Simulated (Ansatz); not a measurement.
System: BN (model structure, started from the BeO type, P4₂/mnm, No. 136, 8 atoms in the cell). Method: r²SCAN+rVV10 (Ansatz, a quantum-chemistry and plane-wave program, PAW).

Numerical settings: plane-wave cutoff 560 eV, 8×8×14 k mesh (along the axes of the cell as run), Fermi–Dirac smearing 0.01 eV, scalar-relativistic PAW data made under PBE.

Cell (relaxed at this level):

```cif
data_B4N4
_chemical_formula_sum 'B4 N4'
_space_group_name_H-M_alt 'P 1'
_space_group_IT_number 1
_cell_length_a 4.39832
_cell_length_b 4.39832
_cell_length_c 2.53741
_cell_angle_alpha 90.000
_cell_angle_beta 90.000
_cell_angle_gamma 90.000
loop_
_space_group_symop_operation_xyz
  'x, y, z'
loop_
_atom_site_label
_atom_site_type_symbol
_atom_site_fract_x
_atom_site_fract_y
_atom_site_fract_z
_atom_site_occupancy
B1 B 0.32582 0.67418 0.00000 1
B2 B 0.67418 0.32582 0.00000 1
B3 B 0.82582 0.82582 0.50000 1
B4 B 0.17418 0.17418 0.50000 1
N1 N 0.31219 0.31219 0.00000 1
N2 N 0.68781 0.68781 0.00000 1
N3 N 0.18781 0.81219 0.50000 1
N4 N 0.81219 0.18781 0.50000 1
```

What does this level give for the band gap, smallest direct gap on the k points sampled and direct gap at Γ?


band gap: 5.27 eV (indirect)
smallest direct gap on the k points sampled: 6.44 eV
direct gap at Γ: 7.69 eV

Note: the relaxation could raise the start's symmetry but not lower it, so the cell can be a saddle point.

Static lattice: no zero-point or thermal effects.

A model structure was made by putting elements into a prototype or built by hand; it is no filed structure, need not be a known phase, and can be a saddle point held by its symmetry.
